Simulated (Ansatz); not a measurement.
Start from Be in the hcp (Mg type) structure (space group P6_3/mmc, No. 194; a = 2.255 Å, c = 3.558 Å; relaxed with 0.1 eV smearing). Axes: x lies along a and z along c of the hexagonal cell.

Structures relaxed with plane-wave PAW DFT at the PBEsol level (Ansatz, a program for electronic structure, 420 eV), no SOC.

Base:

Simulated powder pattern, Co Kα, λ = 1.79026 Å (kinematic, ideal powder, no thermal factors, no anomalous dispersion; the 10 strongest lines at most, above 2 %, up to 2θ = 90°):

| 2θ (°) | I/Imax (%) | hkl |
|---|---|---|
| 54.56 | 26 | (100) |
| 60.42 | 25 | (002) |
| 63.05 | 100 | (101) |
| 85.78 | 16 | (102) |

After one change:

Simulated powder pattern, Co Kα, λ = 1.79026 Å (kinematic, ideal powder, no thermal factors, no anomalous dispersion; the 10 strongest lines at most, above 2 %, up to 2θ = 90°):

```json
[
 {"2θ (°)": "54.56", "I/Imax (%)": "13"},
 {"2θ (°)": "54.78", "I/Imax (%)": "26"},
 {"2θ (°)": "60.42", "I/Imax (%)": "38"},
 {"2θ (°)": "63.05", "I/Imax (%)": "51"},
 {"2θ (°)": "63.25", "I/Imax (%)": "100"},
 {"2θ (°)": "85.78", "I/Imax (%)": "7.9"},
 {"2θ (°)": "85.97", "I/Imax (%)": "16"}
]
```

### Question
Which of these changes matches the shifts?
(A) uniaxial strain ε_xx = −0.50 %
(B) uniaxial strain ε_xx = −2.00 %
(C) uniaxial strain ε_xx = −1.50 %
(D) uniaxial strain ε_xx = +0.50 %

### Answer
A, uniaxial strain ε_xx = −0.50 %. Its volume per atom is 7.80 Å³ against 7.84 Å³, and its space group is Cmcm (No. 63).

Stability against distortions was not tested.
